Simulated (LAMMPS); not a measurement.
System: ZrO2 (fluorite) with 8 % of Zr sites Gd, with oxygen vacancies for neutrality, 758 atoms, at 1500 K and 0 GPa, heated as the crystal.

Model: classical MD, Buckingham potential of Lewis and Catlow, J. Phys. C 18, 1149 (1985), first set, used with rigid ions (no shells), PPPM sums, short-range terms cut at 10 Å, modified for these runs by an r^-4 repulsive force inside the short-range force's maximum; code LAMMPS.

Q: What does the simulation give for the state found, the density, the enthalpy per atom, the coordination number of O by Zr, the coordination number of O by O?

A: state found: crystal in place, with slow hops of O within 100 ps; density: 6.1275 ± 0.0007 g/cm³; enthalpy per atom: -35.8574 ± 0.0008 eV/atom; coordination number of O by Zr: 3.69 (counted to 3.38 Å); coordination number of O by O: 6.03 (counted to 3.06 Å).

Caution: the potential ionic pair potential lewis1985a is fitted to static crystal properties with a polarisable anion, which is rigid here. Caution: the random arrangement on this lattice is imposed, and need not be a phase that exists in equilibrium.
